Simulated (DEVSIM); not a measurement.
**abrupt InP p-n junction**

Device: abrupt InP p-n junction, at 300 K.

| layer (left to right) | material | thickness (μm) | Nd (cm⁻³) | Na (cm⁻³) | τn (s) | τp (s) |
|---|---|---|---|---|---|---|
| 1 | InP | 42.0 | - | 2.8e15 | 9e-10 | 9e-10 |
| 2 | InP | 140 | 1e14 | - | 9e-10 | 9e-10 |

Left contact: ohmic. Right contact: ohmic. Voltage is applied to the left contact. Recombination: SRH at mid-gap, radiative, Auger. Mobility is μmin + (μ − μmin)/(1 + (N/Nref)^α).

This is a model device: material constants are rounded textbook-type values typed into the input, and sizes, dopings and lifetimes were drawn at random. Values at 300 K.

| parameter | InP |
|---|---|
| gap (eV) | 1.344 |
| affinity (eV) | 4.38 |
| permittivity | 12.5 |
| Nc (cm⁻³) | 5.7e17 |
| Nv (cm⁻³) | 1.1e19 |
| μn (cm²/Vs) | 5200 |
| μp (cm²/Vs) | 170 |
| μn,min | 400 |
| μp,min | 10 |
| Nref,n | 3e17 |
| Nref,p | 4.9e17 |
| αn | 0.47 |
| αp | 0.62 |
| B (cm³/s) | 1.2e-10 |
| Cn (cm⁶/s) | 9e-31 |
| Cp (cm⁶/s) | 9e-31 |

Model (solved in DEVSIM): 1D drift-diffusion, Boltzmann statistics, complete ionisation; no tunnelling, impact ionisation, image-force lowering or self-heating.

```yaml
potential_step_across_the_device_at_zero_bias: 0.906 V
largest_field_in_the_device_at_zero_bias: 5100 V/cm
Dark forward voltage at 1 A/cm²: 1.041 V
```

Dark reverse current:

```csv
V (V),J (A/cm²)
-0.40,-1.2e-7
-1.00,-2.4e-7
-2.00,-3.8e-7
-3.00,-5.0e-7
-4.00,-6.0e-7
-6.00,-7.7e-7
-8.00,-9.2e-7
-10.00,-1.0e-6
-13.00,-1.2e-6
-16.00,-1.4e-6
-20.00,-1.5e-6
```

Dark forward current:

```csv
V (V),J (A/cm²)
0.05,5.2e-8
0.10,1.8e-7
0.20,1.5e-6
0.25,4.2e-6
0.30,1.2e-5
0.35,3.2e-5
0.45,0.00025
0.50,0.00073
0.55,0.0021
0.65,0.018
0.70,0.048
0.75,0.11
0.85,0.35
0.90,0.50
0.95,0.67
1.00,0.85
1.10,1.2
1.15,1.4
1.20,1.6
1.30,2.0
1.35,2.2
1.40,2.4
1.50,2.9
1.55,3.1
1.60,3.3
1.65,3.5
1.75,3.9
1.80,4.2
```
